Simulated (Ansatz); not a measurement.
Reference: MgSe (Fm-3m), PBEsol with spin-orbit coupling, rigid bands (plane waves, PAW; Ansatz, a program for electronic structure); axes and stresses refer to this cell.

```
MgSe
1.0
    0.00000     2.72489     2.72489
    2.72489     0.00000     2.72489
    2.72489     2.72489     0.00000
Mg Se
1 1
Cartesian
  0.00000   0.00000   0.00000
  2.72489   2.72489   2.72489
```

The hole conductivity mass is 0.95 mₑ, the band gap comes out as 1.64 eV and the Seebeck coefficient, p-type 1e19 cm⁻³ is 361 μV/K.

**Question.** Change: uniaxial stress along [110] of -1 GPa (compression positive). What happens to hole conductivity mass, band gap, Seebeck coefficient, p-type 1e19 cm⁻³?

**Answer.** hole conductivity mass shrinks to 0.78 mₑ; band gap drops to 1.57 eV; Seebeck coefficient, p-type 1e19 cm⁻³ shrinks to 329 μV/K.

**Question.** Change: uniaxial stress along [110] of -2 GPa (compression positive). What happens to hole conductivity mass, band gap, Seebeck coefficient, p-type 1e19 cm⁻³?

**Answer.** hole conductivity mass shrinks to 0.58 mₑ; band gap drops to 1.49 eV; Seebeck coefficient, p-type 1e19 cm⁻³ drops to 287 μV/K.

**Question.** Change: uniaxial stress along [110] of 1 GPa (compression positive). What happens to hole conductivity mass, band gap, Seebeck coefficient, p-type 1e19 cm⁻³?

**Answer.** hole conductivity mass drops to 0.82 mₑ; band gap moves little, to 1.60 eV; Seebeck coefficient, p-type 1e19 cm⁻³ drops to 331 μV/K.

**Question.** Change: uniaxial stress along [111] of 1 GPa (compression positive). What happens to hole conductivity mass, band gap, Seebeck coefficient, p-type 1e19 cm⁻³?

**Answer.** hole conductivity mass decreases to 0.73 mₑ; band gap moves little, to 1.60 eV; Seebeck coefficient, p-type 1e19 cm⁻³ decreases to 321 μV/K.

Masses are for dilute carriers at 300 K, harmonic means over directions unless an axis is named. Seebeck coefficients are for the stated density at 300 K, with one relaxation time for all states and whether or not that doping can be reached. Stresses and pressures are the targets of the relaxation.  The structure type is held under load, also where the real crystal would transform.
